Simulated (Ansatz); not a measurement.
## HoFe2 (Fd-3m, No. 227)

These are r²SCAN (PAW; Ansatz, an electronic-structure program) values and carry that method's errors.

Settings: plane-wave cutoff 500 eV, 14×14×14 k mesh, Fermi–Dirac smearing 0.1 eV, spin-polarised start, scalar-relativistic PAW data made under PBE.

Cell: relaxed at this level.

- equilibrium volume per atom = 16.22 Å³/atom
- lattice parameter a = 7.302 Å

Note: the magnetic order was assumed, not searched for or taken from measurement; the 4f shell is treated without U or exact exchange, so its levels and filling can be wrong.

Spin–orbit coupling is not included.
